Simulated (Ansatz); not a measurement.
Take GaN in the rock salt structure (space group Fm-3m, No. 225; a model cell) as the base.

```
GaN
1.0
    0.00000     2.10974     2.10974
    2.10974     0.00000     2.10974
    2.10974     2.10974     0.00000
Ga N
1 1
Cartesian
  2.10974   2.10974   2.10974
  0.00000   0.00000   0.00000
```

Levels (all Ansatz, a first-principles code, PAW): PBEsol (420 eV, no spin-orbit coupling); HSE06 (420 eV, without spin-orbit coupling).

Its gap is 0.54 eV with PBEsol and 1.89 eV with HSE06.

Now apply this change: cell and atoms relaxed at a pressure of 7.5 GPa.

With PBEsol the gap becomes 0.73 eV.

Problem. If the HSE06 correction stayed the same, what would the HSE06 gap be, and what does the HSE06 run give?

Solution. A rigid correction of +1.35 eV gives 2.08 eV. The HSE06 run gives 2.12 eV, so the correction itself changes by +0.04 eV.

Single points use the geometry relaxed with PBEsol. HSE06 gaps are upper bounds (no full band path). Load acts through the strain it causes; cell and atoms are relaxed under it. Stability against distortions was not tested. No other phases were tried under pressure. The base started in Pnma and relaxed to Fm-3m at this level. This is not the structure that GaN has at room temperature and ambient pressure.
